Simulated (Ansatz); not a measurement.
Reference: MgO (Fm-3m), HSE06, rigid bands (plane waves, PAW, scalar-relativistic; Ansatz, an electronic-structure program); geometry: cell and atoms relaxed with PBEsol.

```cif
data_Mg4O4
_chemical_formula_sum 'Mg4 O4'
_space_group_name_H-M_alt 'Fm-3m'
_space_group_IT_number 225
_space_group_name_Hall '-F 4 2 3'
_cell_length_a 4.21488
_cell_length_b 4.21488
_cell_length_c 4.21488
_cell_angle_alpha 90.000
_cell_angle_beta 90.000
_cell_angle_gamma 90.000
loop_
_atom_site_label
_atom_site_type_symbol
_atom_site_symmetry_multiplicity
_atom_site_Wyckoff_symbol
_atom_site_fract_x
_atom_site_fract_y
_atom_site_fract_z
_atom_site_occupancy
Mg1 Mg 4 a 0.00000 0.00000 0.00000 1
O1 O 4 b 0.50000 0.50000 0.50000 1
```
(The calculation used a cell of 2 atoms; values per cell refer to that cell.)

The band gap is 6.47 eV, the electron conductivity mass is 0.36 mₑ and the Seebeck coefficient, n-type 1e19 cm⁻³ is -175 μV/K.

Task: Replace O by S on the same sites and relax. What happens?

Result: MgS (Fm-3m): volume per atom 9.4 to 17.4 Å³; band gap falls (6.47 eV to 3.83 eV); electron conductivity mass stays about the same (0.36 mₑ to 0.35 mₑ); Seebeck coefficient, n-type 1e19 cm⁻³ rises in size (-175 μV/K to -258 μV/K).

Task: Replace O by Se on the same sites and relax. What happens?

Result: MgSe (Fm-3m): volume per atom 9.4 to 20.2 Å³; band gap falls (6.47 eV to 2.68 eV); electron conductivity mass falls (0.36 mₑ to 0.29 mₑ); Seebeck coefficient, n-type 1e19 cm⁻³ rises in size (-175 μV/K to -239 μV/K).

Moves up to 5 % count as about the same. Masses are for dilute carriers at 300 K, harmonic means over directions unless an axis is named. Seebeck coefficients are for the stated density at 300 K, with one relaxation time for all states and whether or not that doping can be reached. Spin-orbit coupling is left out.
